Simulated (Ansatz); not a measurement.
For Sb (model structure, I-43m, No. 217, 4 atoms in the cell), PBE (Ansatz, a program for electronic structure, PAW) gives:

| Quantity | Value |
|---|---|
| lattice parameter a | 7.079 Å |
| cohesive energy | 2.46 eV/atom |

Task: What does r²SCAN in Ansatz (PAW) give for the same quantities?

Result: 
- lattice constant a: 7.110 Å (grows by 0.4 %)
- cohesive energy: 2.31 eV/atom (shrinks by 0.15 eV/atom)

Changes are worked out from the printed values.

Unless a cell is named, each level is at its own relaxed cell (PBE 44.34, r²SCAN 44.93 Å³/atom).

Levels without +SOC leave out spin–orbit coupling, which shifts energies and cells of such heavy elements.

Ansatz's density-functional and Hartree–Fock values are scalar-relativistic unless marked +SOC, with PAW data made under PBE.

A model structure was made by putting elements into a prototype or built by hand; it is no filed structure, need not be a known phase, and can be a saddle point held by its symmetry.
